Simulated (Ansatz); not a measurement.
**Hypothetical P4_2/mnm AlN: pressure series**

Take AlN (space group P4_2/mnm, No. 136; a = 5.330 Å, c = 3.122 Å; a hypothetical phase, not in the database extracts checked) as the base.

Cell and atoms are relaxed at each pressure.

The values are results of PBE, PAW, 420 eV (Ansatz, a program for electronic structure; without spin-orbit coupling), not measurements.

```tsv
case	shortest interatomic distance	band gap	smallest direct gap	density
base	1.878 Å	3.73 eV	3.74 eV	3.07 g/cm³
pressure −2 GPa	1.885 Å	3.65 eV	3.66 eV	3.04 g/cm³
pressure −1 GPa	1.881 Å	3.69 eV	3.70 eV	3.05 g/cm³
pressure 0.3 GPa	1.877 Å	3.74 eV	3.75 eV	3.08 g/cm³
pressure 0.7 GPa	1.875 Å	3.75 eV	3.76 eV	3.08 g/cm³
pressure 1.5 GPa	1.873 Å	3.78 eV	3.79 eV	3.10 g/cm³
pressure 3 GPa	1.868 Å	3.83 eV	3.84 eV	3.12 g/cm³
pressure 5 GPa	1.861 Å	3.90 eV	3.91 eV	3.15 g/cm³
pressure 7.5 GPa	1.854 Å	3.98 eV	3.99 eV	3.19 g/cm³
pressure 10 GPa	1.846 Å	4.05 eV	4.07 eV	3.23 g/cm³
```

Load acts through the strain it causes; cell and atoms are relaxed under it. No phonon test of stability was made. Competing high-pressure phases were not computed.
